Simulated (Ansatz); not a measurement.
Base system: GaP in the zinc blende structure (space group F-43m, No. 216; a = 5.452 Å).

Level of theory: r2SCAN, PAW, 500 eV (Ansatz, a program for electronic structure; no spin-orbit coupling), earlier PAW set.

One change was made to it. Results:

The lattice parameter a decreases by 0.9154 Å to 4.536 Å; the band gap drops by 0.44 eV (1.85 eV → 1.41 eV).

Q: Which change produced these results?
A) Ga → B
B) P → As
C) P → C

A: A, Ga → B. For comparison, the band gap in the other runs: P → As gives 0.97 eV; P → C gives zero.

No phonon test of stability was made. As relaxed here, GaC is a hypothetical phase, not in the database extracts checked. The final runs are not spin-polarised. An odd electron count without spin: GaC.
